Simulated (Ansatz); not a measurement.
We consider A15 Nb₃Sn (cubic form, which distorts at low temperature), described by PBEsol in Ansatz (PAW).

Settings: plane-wave cutoff 520 eV, 10×10×10 k mesh, Fermi–Dirac smearing 0.05 eV, no spin polarisation, scalar-relativistic PAW data made under PBE.

Cell (relaxed at this level):

```yaml
crystal:
  lattice:
    - [5.25864, 0.00000, 0.00000]
    - [0.00000, 5.25864, 0.00000]
    - [0.00000, 0.00000, 5.25864]
  atoms:
    - { symbol: Nb, position: [0.25000, 0.00000, 0.50000] }
    - { symbol: Nb, position: [0.50000, 0.25000, 0.00000] }
    - { symbol: Nb, position: [0.50000, 0.75000, 0.00000] }
    - { symbol: Nb, position: [0.75000, 0.00000, 0.50000] }
    - { symbol: Nb, position: [0.00000, 0.50000, 0.75000] }
    - { symbol: Nb, position: [0.00000, 0.50000, 0.25000] }
    - { symbol: Sn, position: [0.50000, 0.50000, 0.50000] }
    - { symbol: Sn, position: [0.00000, 0.00000, 0.00000] }
```

### Question
Give the computed bulk modulus B0 and pressure derivative B′ of the bulk modulus.

### Answer

bulk modulus B0: 176 GPa
pressure derivative B′ of the bulk modulus: 4.2

The run finds no gap.

Measured, for comparison: bulk modulus 165 GPa (4 K, zero-point motion not removed; as tabulated in Lu and Klein (1997), arXiv:cond-mat/9704251). Computed (rounded) less measured: bulk modulus +7 %.

Note: symmetry holds this phase in the static calculation, where it need not be a minimum.

Spin–orbit coupling is not included.

Computed values are for the static lattice.

It cost about 7 core-minutes (a rough figure) of CPU time.

Ansatz is a program for electronic structure.
